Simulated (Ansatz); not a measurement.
**TiSi2, response to strain**

Consider TiSi2 (space group Fddd, No. 70).

```
TiSi2
1.0
    0.00000     4.11477     4.26030
    2.38957     0.00000     4.26030
    2.38957     4.11477     0.00000
Si Ti
4 2
Cartesian
  2.38957   5.45233   4.26030
  2.38957   2.77722   4.26030
  3.58435   4.83461   6.39045
  3.58435   7.50971   6.39045
  0.00000   0.00000   0.00000
  1.19478   2.05739   2.13015
```

Cartesian axes are those of the cell as printed.

Strains are applied to the cell and any free atomic positions relax; under biaxial strain the out-of-plane vector relaxes too.

Computed with plane-wave PAW DFT at the r2SCAN level (Ansatz, an electronic-structure program, 500 eV), no spin-orbit coupling.

Candidates:
(a) biaxial strain −2.91 %, plane normal [001], relaxed out of plane
(b) uniaxial strain ε_zz = −0.66 %
(c) tensor shear ε_xz = +1.26 %
(d) tensor shear ε_xz = +3.30 %

Notes on the quantities. energy relative to the base: free energy F.

Q: Order them by energy relative to the base, lowest first.

A: (b) uniaxial strain ε_zz = −0.66 % (+0.8 meV/atom), (c) tensor shear ε_xz = +1.26 % (+3.1 meV/atom), (d) tensor shear ε_xz = +3.30 % (+21 meV/atom), (a) biaxial strain −2.91 %, plane normal [001], relaxed out of plane (+28 meV/atom)

Without a gap, meshes like the base's 13×13×13 leave anisotropic stresses uncertain by several tenths of a GPa, and small strain energies with them. No phonon test of stability was made. All final runs are without spin polarisation.
